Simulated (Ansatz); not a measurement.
The reference is GaN in the CsCl type structure (space group Pm-3m, No. 221; a hypothetical phase, not in the database extracts checked; relaxed with 0.1 eV smearing).

```
GaN
1.0
    2.70312     0.00000     0.00000
    0.00000     2.70312     0.00000
    0.00000     0.00000     2.70312
Ga N
1 1
Direct
  0.00000   0.00000   0.00000
  0.50000   0.50000   0.50000
```

Cartesian axes are those of the cell as printed.

All numbers come from PBEsol (Ansatz, an electronic-structure program, PAW, scalar-relativistic without spin-orbit coupling).

For the base:

* **Volume per atom**: 9.88 Å³

Now apply this change: compressive biaxial strain of 1.35 % in the plane normal to [001], as in epitaxy on a mismatched substrate; the out-of-plane cell vector and the atoms relax.

Question: What happens to the in-plane stress?

Answer: The mean in-plane stress (compression positive) is +5.0 GPa.

Question: What does the calculation give for the volume per atom after the change?

Answer: The volume per atom drops by 0.181 Å³ (9.88 Å³ → 9.69 Å³).

Whether these cells are dynamically stable was not tested. The final runs are not spin-polarised.
